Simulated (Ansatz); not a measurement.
We consider fluorite CoSi2, described by r²SCAN (PAW; Ansatz, a quantum-chemistry and plane-wave program).

Run with plane-wave cutoff 600 eV, 22×22×22 k mesh, Fermi–Dirac smearing 0.071 eV (set by the program), no spin polarisation, scalar-relativistic PAW data made under PBE.

Cell (relaxed at this level):

```xyz
3
Lattice="0.0000 2.6575 2.6575 2.6575 0.0000 2.6575 2.6575 2.6575 0.0000" Properties=species:S:1:pos:R:3 pbc="T T T"
Co     0.0000     0.0000     0.0000
Si     1.3288     1.3288     1.3288
Si     3.9863     3.9863     3.9863
```

Question: What does this level give for the elastic constant C44, Voigt–Reuss–Hill bulk modulus, Young modulus, elastic constant C12 and elastic constant C11?

Answer: 
elastic constant C44: 104 GPa
Voigt–Reuss–Hill bulk modulus: 197 GPa
Young modulus: 210 GPa
elastic constant C12: 161 GPa
elastic constant C11: 268 GPa

Elastic constants are with the ions relaxed.

Static lattice: no zero-point or thermal effects.

Cost on a shared machine: very roughly 30 core-minutes.
